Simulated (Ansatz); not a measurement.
Base system: SnO2 in the rutile structure (space group P4_2/mnm, No. 136; a = 4.769 Å, c = 3.211 Å). Axes: x, y, z lie along a, b, c of the conventional cell.

Calculations: plane-wave PAW DFT at the PBEsol level (Ansatz, a quantum-chemistry and plane-wave program, 420 eV), no spin-orbit coupling, earlier PAW set.

Before the change:

| Item | Value |
|---|---|
| Volume per atom | 12.17 Å³ |
| Electron mass | 0.17 mₑ along c, 0.19 mₑ across (at Γ) |

One thing is altered: uniaxial stress, 3 GPa tension along z, with the cell and atoms free to relax against it.

Q: Estimate the effect on the volume per atom and electron mass.

A: The volume per atom grows by 0.03 Å³ to 12.20 Å³; the electron mass becomes 0.16 mₑ along z, 0.18 mₑ across (at Γ) (base: 0.17 mₑ along c, 0.19 mₑ across (at Γ)).

The levels and masses belong to the bands next to the band gap. Load acts through the strain it causes; cell and atoms are relaxed under it. Masses are band curvatures over ±0.01 Å⁻¹ around the edge. Beyond what the load breaks, stability against distortions was not tested.
